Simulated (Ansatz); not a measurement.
The reference is PbO2 in the rutile structure (space group P4_2/mnm, No. 136).

```
CELL_PARAMETERS angstrom
      5.08163     0.00000     0.00000
      0.00000     5.08163     0.00000
      0.00000     0.00000     3.44364
ATOMIC_POSITIONS crystal
  Pb 0.00000 0.00000 0.00000
  Pb 0.50000 0.50000 0.50000
  O  0.30796 0.30796 0.00000
  O  0.80796 0.19204 0.50000
  O  0.19204 0.80796 0.50000
  O  0.69204 0.69204 0.00000
```

All numbers come from PBE (Ansatz, an electronic-structure program, PAW, spin-orbit coupling left out).

Before the change:

- Pressure: 0.0 GPa

Modification: every lattice vector is shortened by 3.00 %, atoms relaxed at fixed cell.

Problem. Predict the new largest internal atomic displacement, energy relative to the base and pressure.

Solution. The largest internal atomic displacement is 0.014 Å; the energy rises by 50 meV/atom; the pressure (mean of the normal stresses, compression positive) goes from zero to 13.7 GPa.

The cells carry an imposed strain or load. No phonon test of stability was made. All final runs are without spin polarisation.
